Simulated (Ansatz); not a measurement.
**H on the 1x1 (10-10) surface of wurtzite ZnO (cut with top plane O + Zn), one in a 2x1 cell, started at the site 'over O at depth 0.9 Å'**

Host crystal: wurtzite ZnO, with a band gap (PBE, scalar-relativistic without spin-orbit coupling).

Calculation: HSE06, at the PBE geometry and the start's symmetry (plane waves to 420 eV, PAW; Ansatz, a program for electronic structure).

Set-up: 33 atoms, 9.4 Å thick at the start under the adsorbate (thin: gaps and levels are the slab's own); mesh 3x3x1; 0.01 eV smearing; dipole correction on; single point; on the structure that PBE left under its start's symmetry; spin-polarised, ending with about 1.0 μB a cell; orders that need a larger cell were not tried, no spin-orbit, no U, no dispersion correction. The program's check for a lower electronic state was not made. It is one chosen start, not shown to be the lowest state of the adsorbate.

- adsorption energy against ½ H2(g) at the same level: 2.40 eV
- change of the step from the bottom to the top vacuum level, against the clean slab: 0.34 eV
- height of the binding atom over the mean of the host atoms within 0.3 Å of the top one: 1.007 bohr
- magnetic moment of the cell: 1.00 μB
- nearest host atoms of the binding atom: O at 1.44 Å, Zn at 1.90 Å, Zn at 1.90 Å

A negative adsorption energy means that the adsorbate is more stable on the surface than in its reference.
